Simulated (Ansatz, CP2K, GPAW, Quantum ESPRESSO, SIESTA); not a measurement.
# SrC2 (P1, 6 atoms in the cell) computed with different codes at matched settings

Self-consistent single point, at a second geometry (atoms moved at random). First geometry:

```
SrC2
1.0
    3.52913    -2.21584     0.00000
    3.52913     2.21584     0.00000
   -2.38547     0.00000     7.41439
Sr C
2 4
Direct
  0.17883   0.82117   0.75000
  0.82117   0.17883   0.25000
  0.42227   0.12839   0.55761
  0.57773   0.87161   0.44239
  0.87161   0.57773   0.94239
  0.12839   0.42227   0.05761
```

Second geometry:
```xyz
6
Lattice="3.5291 -2.2158 0.0000 3.5291 2.2158 0.0000 -2.3855 0.0000 7.4144" Properties=species:S:1:pos:R:3 pbc="T T T"
Sr     1.6753     1.4467     5.5543
Sr     2.8977    -1.3601     1.7898
C      0.6516    -0.7048     4.1668
C      4.0502     0.6463     3.3367
C      2.9039    -0.6588     6.9542
C      1.8397     0.6306     0.4415
```

Shared settings, as Ansatz (a quantum-chemistry and plane-wave program) writes them: kpoints.mp_grid.grid = 6 6 3; scf.occupations.method = fixed. Potentials and cutoffs stand in the table.

```
code                                                                                                                                 model  ΔF from the first geometry (meV/atom)  pressure (GPa)  largest force (eV/Å)  gap on the mesh (eV)       cutoff
----------------  ------------------------------------------------------------------------------------------------------------------------  -------------------------------------  --------------  --------------------  --------------------  -----------
Quantum ESPRESSO                                                                       LDA (PZ), GBRV 1.5 ultrasoft (LDA) pseudopotentials                                   38.1           -2.53                 4.745                 2.058        40 Ry
GPAW                                                                         LDA (Perdew-Wang 92), GPAW PAW datasets LDA (gpaw-data 1.0.1)                                   37.8               –                 4.522                 2.059       950 eV
Ansatz                                                                                                 LDA (PW92), PAW files made with PBE                                   37.2           -2.79                 4.418                 2.050      default
SIESTA            LDA PW92, numerical atomic orbitals DZP, PseudoDojo LDA standard norm-conserving potentials (rewritten from UPF to PSML)                                   50.8            1.82                 7.417                 3.010  grid 400 Ry
CP2K                                                  LDA (Pade form), GPW, DZVP-MOLOPT-SR-GTH basis, GTH-PADE potentials (GTH_POTENTIALS)                                   36.7           -3.32                 4.627                 2.020  grid 500 Ry
```

Size of the force on each atom (eV/Å): Sizes of forces hide their directions.

```csv
code,Sr1,Sr2,C3,C4,C5,C6
Quantum ESPRESSO,0.411,0.600,4.630,4.745,2.804,3.026
GPAW,0.412,0.616,4.406,4.522,2.886,3.115
Ansatz,0.408,0.601,4.302,4.418,2.926,3.149
SIESTA,0.569,0.996,7.270,7.417,1.345,1.743
CP2K,0.446,0.576,4.514,4.627,2.827,3.034
```

A dash marks a value that a program does not give, or that is left out as unsure.

Gaps are read on the mesh.

The spread over the programs that give each value: ΔF from the first geometry within 14.1 meV/atom; pressure within 5.14 GPa; largest force within 2.999 eV/Å; gap on the mesh within 0.990 eV.

SIESTA and CP2K use small atom-centred bases, whose incompleteness enters pressures, forces and empty levels differently from a plane-wave cutoff. Ansatz's pressure is given at a fixed set of plane waves, as the other plane-wave codes print theirs; with its correction for the finite basis it is -2.65 GPa. The pressure of GPAW is left out: its cutoff lies under the one at which its stress was checked. The same LDA comes in different parametrisations, which differ slightly. In the pressure, SIESTA (by 4.47) lies more than 1 GPa from the median of the plane-wave programs. In the gap, SIESTA (by 0.953) lies more than 0.12 eV from the median of the plane-wave programs.

The starting cell comes from a database of computed structures (which also holds hypothetical and non-ambient phases and stackings), without a prior relaxation at this level. For this run, on top of that: atoms moved at random.

Left out of this page: ABINIT (with a known weakness of the program).

Keys are those of Ansatz 0.2.
